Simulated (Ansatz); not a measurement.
End structure of H2O on the 1x1 (110) surface of bcc Ta, one in a 2x2 cell, started at the site 'bridge Ta-Ta (span 3.3 Å)':

```
CELL_PARAMETERS angstrom
      5.74873     0.00000     0.00000
     -1.91624     5.41995     0.00000
      0.00000     0.00000    26.50000
ATOMIC_POSITIONS crystal
  Ta 0.25000 0.25000 0.37115
  Ta 0.25000 0.75000 0.37115
  Ta 0.75000 0.25000 0.37115
  Ta 0.75000 0.75000 0.37115
  Ta 0.00000 0.00000 0.45545
  Ta 0.00000 0.50000 0.45545
  Ta 0.50000 0.00000 0.45545
  Ta 0.50000 0.50000 0.45545
  Ta 0.25021 0.25031 0.54517
  Ta 0.24927 0.75113 0.54419
  Ta 0.75107 0.24900 0.54406
  Ta 0.74959 0.74968 0.54451
  Ta 0.99554 0.99694 0.63560
  Ta 0.00146 0.49808 0.62794
  Ta 0.50202 0.00119 0.62801
  Ta 0.50364 0.50379 0.62811
  O  0.04516 0.00952 0.72290
  H  0.19816 0.15268 0.72510
  H  0.09506 0.86457 0.72945
```

Set-up: 19 atoms, 6.8 Å thick at the start under the adsorbate (thin: gaps and levels are the slab's own); mesh 5x5x1; 0.1 eV smearing; dipole correction on; 8 atoms held, the rest relaxed; no symmetry held; no spin, no spin-orbit, no U, no dispersion correction. At the end it is bonded to Ta. In PBE it is, or lies within 0.03 eV of, the lowest of the starts that converged.

A negative adsorption energy means that the adsorbate is more stable on the surface than in its reference.

**Question.** Estimate the work function of the top face that PBE (Ansatz, a first-principles code) returns for this input.

**Answer.** 3.69 eV

**Question.** What adsorption energy against H2O(g) does PBE give?

**Answer.** -0.51 eV

**Question.** What is the computed change of the step from the bottom to the top vacuum level, against the clean slab (PBE)?

**Answer.** -1.06 eV

**Question.** Estimate the change of the work function that PBE returns for this input.

**Answer.** -1.08 eV
